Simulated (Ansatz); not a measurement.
The parent structure is W in the bcc (W type) structure (space group Im-3m, No. 229; a = 3.169 Å; relaxed with 0.1 eV smearing). Axes: x, y, z lie along the cube axes.

The values are results of Ansatz (a first-principles code) r2SCAN, spin-orbit coupling left out, not measurements.

Strains are applied to the cell and any free atomic positions relax; under biaxial strain the out-of-plane vector relaxes too.

One change was made to it. Results:

```json
[
 {"quantity": "shortest interatomic distance", "base": "2.744 Å", "after": "2.781 Å"},
 {"quantity": "pressure (mean of the normal stresses, compression positive)", "base": "0.0 GPa", "after": "-10.9 GPa"},
 {"quantity": "energy relative to the base (free energy F)", "base": "0 meV/atom", "after": "+51 meV/atom"}
]
```

**Question.** Which change produced these results?
(A) biaxial strain +3.00 %, plane normal [001], relaxed out of plane
(B) biaxial strain +2.50 %, plane normal [001], relaxed out of plane
(C) biaxial strain +1.00 %, plane normal [001], relaxed out of plane
(D) biaxial strain +1.50 %, plane normal [001], relaxed out of plane

**Answer.** A, biaxial strain +3.00 %, plane normal [001], relaxed out of plane. For comparison, the energy relative to the base in the other runs: biaxial strain +1.50 %, plane normal [001], relaxed out of plane gives +13 meV/atom; biaxial strain +1.00 %, plane normal [001], relaxed out of plane gives +5.9 meV/atom; biaxial strain +2.50 %, plane normal [001], relaxed out of plane gives +36 meV/atom.

Stability against distortions was not tested. All final runs are without spin polarisation.
